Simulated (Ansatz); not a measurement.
Consider TiAl (space group P4/mmm, No. 123; relaxed with 0.1 eV smearing).

```
TiAl
1.0
    2.76616     0.00000     0.00000
    0.00000     2.76616     0.00000
    0.00000     0.00000     4.00209
Ti Al
1 1
Direct
  0.00000   0.00000   0.00000
  0.50000   0.50000   0.50000
```

Method: LDA, PAW, 420 eV (Ansatz, a first-principles code; no spin-orbit coupling).

Strains are applied to the cell and any free atomic positions relax.

One change was made to it. Results:

The energy goes up by 12 meV/atom; the pressure (mean of the normal stresses, compression positive) goes from zero to -5.2 GPa.

Problem. What was done to the base?
(A) isotropic strain +1.00 %
(B) isotropic strain +2.00 %
(C) isotropic strain +1.50 %
(D) isotropic strain −1.00 %
(E) isotropic strain −1.50 %

Solution. C, isotropic strain +1.50 %. For comparison, the pressure in the other runs: isotropic strain −1.00 % gives 4.1 GPa; isotropic strain −1.50 % gives 6.3 GPa; isotropic strain +1.00 % gives -3.6 GPa; isotropic strain +2.00 % gives -6.7 GPa.

Whether these cells are dynamically stable was not tested. The final runs are not spin-polarised.
